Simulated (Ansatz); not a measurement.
Functionals compared on the (10-12) surface of hcp Lu in its 1x1 cell, outermost plane spacing 0.68 Å in the ideal cut, in Ansatz (plane waves, PAW). The structure was relaxed with PBE; the other rows are single points on it, each with its references at the same level. Cutoff 420 eV (500 eV for r2SCAN).

Model: 12-atom slab, 10.8 Å thick at the start, 11x5x1 mesh, Fermi-Dirac 0.1 eV, dipole correction, all atoms relaxed; symmetry of the start imposed; no spin, no spin-orbit, no U. These notes are the PBE run's.

```
functional  surface energy (J/m²)  work function of the top face (eV)         rough cost of the single point
----------  ---------------------  ----------------------------------  -------------------------------------
PBE                          1.14                                2.94                                      –
LDA                          1.33                                3.14  about 4 core-minutes (a rough figure)
PBEsol                       1.27                                2.99            very roughly 4 core-minutes
RPBE                         1.03                                2.83  about 4 core-minutes (a rough figure)
r2SCAN                        ___                                 ___          around 7 core-minutes (rough)
```

Question: Some entries are withheld; supply them.

Answer: 
- r2SCAN, surface energy (J/m²): 1.24
- r2SCAN, work function of the top face (eV): 2.93

Ansatz is a quantum-chemistry and plane-wave program.
